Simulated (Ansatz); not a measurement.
**KCrO2 (space group P6_3/mmc, No. 194; ferromagnetic; a cell from a computed database, its experimental status unchecked)**

```
KCrO2
1.0
    3.06527     0.00000     0.00000
   -1.53264     2.65460     0.00000
    0.00000     0.00000    11.75240
K Cr O
2 2 4
Cartesian
  0.00000   1.76974   2.93810
  1.53264   0.88487   8.81430
  0.00000   0.00000   5.87620
  0.00000   0.00000   0.00000
  0.00000   1.76974  10.74569
  1.53264   0.88487   1.00671
  1.53264   0.88487   4.86949
  0.00000   1.76974   6.88291
```

Calculations: PBEsol+U (U_eff on d states: Cr 3.70 eV) (Ansatz, a quantum-chemistry and plane-wave program; PAW; 420 eV plane waves; no spin-orbit coupling). Γ-centred 12×12×3 mesh, Fermi–Dirac width 0.05 eV.

The volume per atom is 11.95 Å³ and the density is 4.27 g/cm³. The band gap is 2.76 eV, indirect, Γ–M (30 % along) → Γ–M (50 % along), the magnetic state is ferromagnetic and the total energy is -1496.743 eV/atom (σ→0; compares only within this code and set-up).

Other magnetic orders, which the real material may have, were not ruled out. Stability against distortions was not tested. The U values are a database's picks, fitted on other projectors than the ortho-atomic ones used here.
